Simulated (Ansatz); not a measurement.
Take AlN in the zinc blende structure (space group F-43m, No. 216) as the base.

Level of theory: Ansatz (a program for electronic structure), PBEsol, PAW, cutoff 420 eV, no SOC.

Measured: band gap 5.34 eV (temperature not stated; as listed in Daiki Deguchi et al., Japanese Journal of Applied Physics (2016)).

Task: Knowing the measured values, estimate what each level computes.

Result: 
| level | band gap |
|---|---|
| PBEsol | 3.19 eV |

Computed minus measured — band gap: PBEsol -2.15 eV. Measured values not marked as corrected hold thermal and zero-point effects that the static-lattice runs lack. A measured gap can be an optical one, lowered by exciton binding.

Stability against distortions was not tested. This is not the structure that AlN has at room temperature and ambient pressure.
